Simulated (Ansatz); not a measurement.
Start from W in the bcc (W type) structure (space group Im-3m, No. 229; a = 3.154 Å; relaxed with 0.1 eV smearing).

All numbers come from DFT with PBEsol, PAW potentials and a 420 eV plane-wave cutoff in Ansatz (a program for electronic structure), without spin-orbit coupling.

Strains are applied to the cell and any free atomic positions relax.

One change was made to it. Results:

```tsv
quantity	base	after
energy relative to the base (free energy F)	0 meV/atom	+141 meV/atom
pressure	0.0 GPa	35.6 GPa
```

Question: Name the change that was made.
A. isotropic strain −2.00 %
B. isotropic strain −2.50 %
C. isotropic strain −3.00 %

Answer: C, isotropic strain −3.00 %. For comparison, the energy relative to the base in the other runs: isotropic strain −2.00 % gives +61 meV/atom; isotropic strain −2.50 % gives +96 meV/atom.

No phonon test of stability was made. The final runs are not spin-polarised.
